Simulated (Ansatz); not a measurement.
Functionals compared on a constructed model of the (0001) surface of hcp Zr, a pseudomorphic layer of Mn in the host's stacking (bottom of the slab: a bare face, its two planes held), in Ansatz (plane waves, PAW). The structure was relaxed with PBE; the other rows are single points on it. Cutoff 420 eV.

Set-up: 7 atoms, 15.6 Å thick at the start; mesh 13x13x1; 0.1 eV smearing; dipole correction on; 2 atoms held, the rest relaxed; held to the start's symmetry, so lower structures may exist; spin-polarised, ending with about 3.8 μB a cell; orders that need a larger cell were not tried, no spin-orbit, no U. It is one candidate, not shown to be the stable structure of the face. These notes are the PBE run's.

| functional | work function of the top face (eV) | magnetic moment of the cell (μB) | rough cost of the single point |
|---|---|---|---|
| PBE | 3.40 | 3.80 | – |
| RPBE | 3.23 | 3.84 | about 120 core-seconds (a rough figure) |

Ansatz is a first-principles code.
